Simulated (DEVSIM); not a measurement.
System: GaP/Si p-n heterojunction, at 350 K.

Layer 1 from the left is GaP, thickness (μm) 0.380, Na (cm⁻³) 3.5e17, τn (s) 5.6e-7, τp (s) 5.6e-7. Layer 2 from the left is Si, thickness (μm) 0.170, Nd (cm⁻³) 9.6e17, τn (s) 5.6e-7, τp (s) 5.6e-7.

Left contact: ohmic. Right contact: ohmic. Voltage is applied to the left contact. Recombination: SRH at mid-gap, radiative. Mobility is μmin + (μ − μmin)/(1 + (N/Nref)^α).

The device is made up for the run: typed textbook-type constants, with dimensions and the other settings drawn at random. Values at 300 K; Nc and Nv go as T^1.5, mobilities as T to minus their exponent, the gap by Varshni's rule with the affinity fixed.

GaP: gap (eV) 2.26, affinity (eV) 3.8, permittivity 11.1, Nc (cm⁻³) 1.8e19, Nv (cm⁻³) 1.9e19, μn (cm²/Vs) 250, μp (cm²/Vs) 150, μn,min 10, μp,min 10, Nref,n 4.4e18, Nref,p 1e18, αn 0.8, αp 0.85, T exponent of μn 1.6, T exponent of μp 1.98, B (cm³/s) 1e-13, Varshni α (eV/K) 0.00058, Varshni β (K) 372. Si: gap (eV) 1.124, affinity (eV) 4.05, permittivity 11.7, Nc (cm⁻³) 2.86e19, Nv (cm⁻³) 3.1e19, μn (cm²/Vs) 1417, μp (cm²/Vs) 470, μn,min 52, μp,min 45, Nref,n 9.7e16, Nref,p 2.2e17, αn 0.68, αp 0.72, T exponent of μn 2.3, T exponent of μp 2.2, B (cm³/s) 4.7e-15, Varshni α (eV/K) 0.000473, Varshni β (K) 636.

Simulated with DEVSIM: 1D drift-diffusion, Boltzmann statistics, complete ionisation; no tunnelling, impact ionisation, image-force lowering or self-heating. Band offsets follow the typed affinities; no thermionic-emission limit at abrupt steps, no polarisation charge.

Problem. What does the simulation give for the potential step across the device at zero bias, the dark forward voltage at 1 A/cm²?

Solution. potential step across the device at zero bias 1.752 V; dark forward voltage at 1 A/cm² 1.175 V.
